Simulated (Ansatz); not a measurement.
Band structure of GaN (P6_3mc, 4 atoms in the cell).

```
CELL_PARAMETERS angstrom
      3.13759     0.00000     0.00000
     -1.56879     2.71723     0.00000
      0.00000     0.00000     5.10876
ATOMIC_POSITIONS crystal
  Ga 0.66667 0.33333 0.49908
  Ga 0.33333 0.66667 0.99908
  N  0.66667 0.33333 0.87592
  N  0.33333 0.66667 0.37592
```

Computed with PBE, PAW files (plane waves; Ansatz, a program for electronic structure).

Settings: kpoints.mp_grid.grid = 6 6 4; hamiltonian.xc = pbe; hamiltonian.pseudopotentials = {kind: paw} (the program's default PAW files); scf.occupations.method = fermi_dirac; scf.occupations.width = 0.05 eV; kpoints.band_path.npoints = 8.

The starting cell comes from a database of computed structures (which also holds hypothetical and non-ambient phases and stackings), without a prior relaxation at this level. Its lattice was rescaled by a random factor within 2.5 % of one.

### Question
Predict the gap along the standard path and the places of the band edges.

### Answer
The gap along the path is 2.23 eV, direct at Γ to within 0.01 eV.

Levels in eV from the top of the valence band on the path, bands 15 to 21:
```csv
point,15,16,17,18,19,20,21
Γ,-1.09,-0.04,0.00,0.00,2.23,4.56,9.47
M,-4.41,-2.91,-2.34,-1.06,5.20,5.83,6.19
K,-5.50,-3.14,-3.14,-2.88,5.16,8.22,8.22
A,-0.56,-0.56,-0.56,-0.56,4.55,4.55,8.73
L,-2.06,-2.06,-1.99,-1.99,4.56,4.56,8.07
H,-4.44,-4.44,-1.56,-1.56,6.70,6.70,7.45
```

Keys are those of Ansatz 0.2.
